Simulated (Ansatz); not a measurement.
Base system: PtSe2 in the CdI2 type structure (space group P-3m1, No. 164; a = 3.735 Å, c = 5.207 Å; layered, stacked along the Cartesian z axis; relaxed with 0.1 eV smearing). Axes: x lies along a and z along c of the hexagonal cell.

Computed with r2SCAN+rVV10/PAW in Ansatz (a program for electronic structure), no spin-orbit coupling.

Base values:

The pressure is 0.0 GPa.

Perturbation: biaxial strain +2.21 %, plane normal [001], relaxed out of plane (Cartesian); in-plane vectors clamped, the third vector and the atoms free.

Q: What happens to the pressure and out-of-plane strain?

A: The pressure (mean of the normal stresses, compression positive) goes from zero to -2.5 GPa; the out-of-plane strain is -4.54 %.

No phonon test of stability was made. The final runs are not spin-polarised.
